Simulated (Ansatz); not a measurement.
# SiC, response to strain

The parent structure is SiC in the zinc blende structure (space group F-43m, No. 216).

```
CELL_PARAMETERS angstrom
      0.00000     2.17817     2.17817
      2.17817     0.00000     2.17817
      2.17817     2.17817     0.00000
ATOMIC_POSITIONS crystal
  Si 0.00000 0.00000 0.00000
  C  0.25000 0.25000 0.25000
```

Cartesian axes are those of the cell as printed.

Strains are applied to the cell and any free atomic positions relax.

The values are results of r2SCAN (Ansatz, a first-principles code), without spin-orbit coupling, not measurements.

Notes on the quantities. energy relative to the base: free energy F; pressure: mean of the normal stresses, compression positive.

```csv
change,band gap,smallest direct gap,energy relative to the base,shortest interatomic distance,pressure
base,1.71 eV,5.05 eV,0 meV/atom,188.6 pm,0.00 GPa
tensor shear ε_xy = +0.57 %,1.65 eV,4.94 eV,+1.1 meV/atom,188.2 pm,0.02 GPa
tensor shear ε_xy = +1.43 %,1.53 eV,4.74 eV,+6.9 meV/atom,187.5 pm,0.13 GPa
tensor shear ε_xy = +0.29 %,1.68 eV,4.99 eV,+0.3 meV/atom,188.4 pm,0.01 GPa
tensor shear ε_xy = +0.86 %,1.61 eV,4.87 eV,+2.5 meV/atom,187.9 pm,0.05 GPa
tensor shear ε_xy = +2.00 %,1.43 eV,4.59 eV,+13 meV/atom,187.0 pm,0.25 GPa
tensor shear ε_xy = +1.71 %,1.48 eV,4.67 eV,+9.9 meV/atom,187.3 pm,0.19 GPa
tensor shear ε_xy = +1.14 %,1.57 eV,4.81 eV,+4.4 meV/atom,187.7 pm,0.08 GPa
```

Stability against distortions was not tested.
